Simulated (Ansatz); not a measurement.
Defect: interstitial Cu in rock-salt CaO, charge state +1. Level of theory: PBE, PAW (plane waves to 420 eV; Ansatz, a program for electronic structure).

Settings: 64 host sites, the relaxed PBE lattice, the Γ point alone, smearing 0.01 eV, spin-restricted, no image-charge correction. No zero-point or tunnelling terms. The charge state is imposed; whether it is stable for some Fermi level was not computed. Sites that were not tried may lie lower.

Barriers: single points on a 2×2×2 k-point mesh shifted by half a step at the bands' geometries.

The step: a concerted move, in which Cu travels most. Atoms about the jump, Cartesian Å from the middle of the jump, before and after:

```json
[
 {"atom": "Cu1", "x0": "0.00", "y0": "0.00", "z0": "0.60", "x1": "0.00", "y1": "0.00", "z1": "-0.60"},
 {"atom": "O2", "x0": "-1.19", "y0": "1.19", "z0": "-0.59", "x1": "-1.28", "y1": "1.28", "z1": "-0.60"},
 {"atom": "O3", "x0": "1.19", "y0": "-1.19", "z0": "-0.59", "x1": "1.28", "y1": "-1.28", "z1": "-0.60"},
 {"atom": "Ca4", "x0": "1.40", "y0": "1.40", "z0": "-0.79", "x1": "1.64", "y1": "1.64", "z1": "-0.60"},
 {"atom": "Ca5", "x0": "-1.40", "y0": "-1.40", "z0": "-0.79", "x1": "-1.64", "y1": "-1.64", "z1": "-0.60"},
 {"atom": "O6", "x0": "1.19", "y0": "1.19", "z0": "1.80", "x1": "1.25", "y1": "1.25", "z1": "1.77"},
 {"atom": "O7", "x0": "-1.19", "y0": "-1.19", "z0": "1.80", "x1": "-1.25", "y1": "-1.25", "z1": "1.77"},
 {"atom": "Ca8", "x0": "-1.40", "y0": "1.40", "z0": "2.00", "x1": "-1.19", "y1": "1.19", "z1": "1.83"},
 {"atom": "Ca9", "x0": "1.40", "y0": "-1.40", "z0": "2.00", "x1": "1.19", "y1": "-1.19", "z1": "1.83"},
 {"atom": "Ca10", "x0": "-1.21", "y0": "1.21", "z0": "-3.02", "x1": "-1.19", "y1": "1.19", "z1": "-3.03"},
 {"atom": "Ca11", "x0": "1.21", "y0": "-1.21", "z0": "-3.02", "x1": "1.19", "y1": "-1.19", "z1": "-3.03"},
 {"atom": "O12", "x0": "1.22", "y0": "1.22", "z0": "-3.06", "x1": "1.25", "y1": "1.25", "z1": "-2.98"},
 {"atom": "O13", "x0": "-1.22", "y0": "-1.22", "z0": "-3.06", "x1": "-1.25", "y1": "-1.25", "z1": "-2.98"},
 {"atom": "Ca14", "x0": "-1.21", "y0": "3.62", "z0": "-0.60", "x1": "-1.21", "y1": "3.63", "z1": "-0.60"},
 {"atom": "Ca15", "x0": "3.62", "y0": "-1.21", "z0": "-0.60", "x1": "3.62", "y1": "-1.21", "z1": "-0.60"},
 {"atom": "Ca16", "x0": "-3.62", "y0": "1.21", "z0": "-0.60", "x1": "-3.63", "y1": "1.21", "z1": "-0.60"},
 {"atom": "Ca17", "x0": "1.21", "y0": "-3.62", "z0": "-0.60", "x1": "1.21", "y1": "-3.62", "z1": "-0.60"},
 {"atom": "O18", "x0": "1.22", "y0": "3.66", "z0": "-0.62", "x1": "1.23", "y1": "3.76", "z1": "-0.60"},
 {"atom": "O19", "x0": "3.66", "y0": "1.22", "z0": "-0.62", "x1": "3.75", "y1": "1.24", "z1": "-0.60"},
 {"atom": "O20", "x0": "-3.67", "y0": "-1.22", "z0": "-0.62", "x1": "-3.76", "y1": "-1.23", "z1": "-0.60"},
 {"atom": "O21", "x0": "-1.22", "y0": "-3.66", "z0": "-0.62", "x1": "-1.24", "y1": "-3.75", "z1": "-0.60"}
]
```

**Question.** Give the saddle-point geometry and the barrier.

**Answer.** 
| atom | x | y | z |
|---|---|---|---|
| Cu1 | 0.01 | 0.02 | 0.06 |
| O2 | -1.27 | 1.28 | -0.55 |
| O3 | 1.27 | -1.26 | -0.55 |
| Ca4 | 1.56 | 1.56 | -0.79 |
| Ca5 | -1.55 | -1.54 | -0.78 |
| O6 | 1.20 | 1.20 | 1.75 |
| O7 | -1.19 | -1.18 | 1.75 |
| Ca8 | -1.28 | 1.29 | 1.93 |
| Ca9 | 1.28 | -1.27 | 1.93 |
| Ca10 | -1.19 | 1.20 | -2.99 |
| Ca11 | 1.19 | -1.18 | -2.99 |
| O12 | 1.24 | 1.25 | -3.03 |
| O13 | -1.23 | -1.23 | -3.03 |
| Ca14 | -1.21 | 3.63 | -0.59 |
| Ca15 | 3.63 | -1.20 | -0.59 |
| Ca16 | -3.62 | 1.22 | -0.59 |
| Ca17 | 1.21 | -3.61 | -0.59 |
| O18 | 1.24 | 3.73 | -0.61 |
| O19 | 3.72 | 1.24 | -0.61 |
| O20 | -3.71 | -1.22 | -0.61 |
| O21 | -1.23 | -3.70 | -0.61 |
It lies 0.11 eV above the start and 0.041 eV above the end. The saddle point's order was not checked, and it lies on a symmetry element of the cell, where a band can be held.
